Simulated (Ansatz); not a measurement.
## GeP3: pressure series

Start from GeP$_{3}$ (space group R-3m, No. 166).

```
GeP3
1.0
    3.52309     2.03406     3.15970
   -3.52309     2.03406     3.15970
    0.00000    -4.06811     3.15970
Ge P
2 6
Direct
  0.73703   0.73703   0.73703
  0.26297   0.26297   0.26297
  0.21770   0.21770   0.74227
  0.78230   0.78230   0.25773
  0.74227   0.21770   0.21770
  0.25773   0.78230   0.78230
  0.21770   0.74227   0.21770
  0.78230   0.25773   0.78230
```

Cell and atoms are relaxed at each pressure.

Calculations: DFT with PBEsol, PAW potentials and a 420 eV plane-wave cutoff in Ansatz (a quantum-chemistry and plane-wave program), spin-orbit coupling left out.

Candidates:
(a) pressure 7.5 GPa
(b) pressure 5 GPa
(c) pressure 1.5 GPa
(d) pressure 0.3 GPa
(e) pressure 3 GPa

Base values:

The c/a ratio comes out as 1.345.

**Question.** Order them by c/a ratio, highest first.

**Answer.** (d) pressure 0.3 GPa (1.339), (c) pressure 1.5 GPa (1.323), (e) pressure 3 GPa (1.292), (b) pressure 5 GPa (1.276), (a) pressure 7.5 GPa (1.264)

Load acts through the strain it causes; cell and atoms are relaxed under it. Whether these cells are dynamically stable was not tested. Competing high-pressure phases were not computed. The final runs are not spin-polarised.
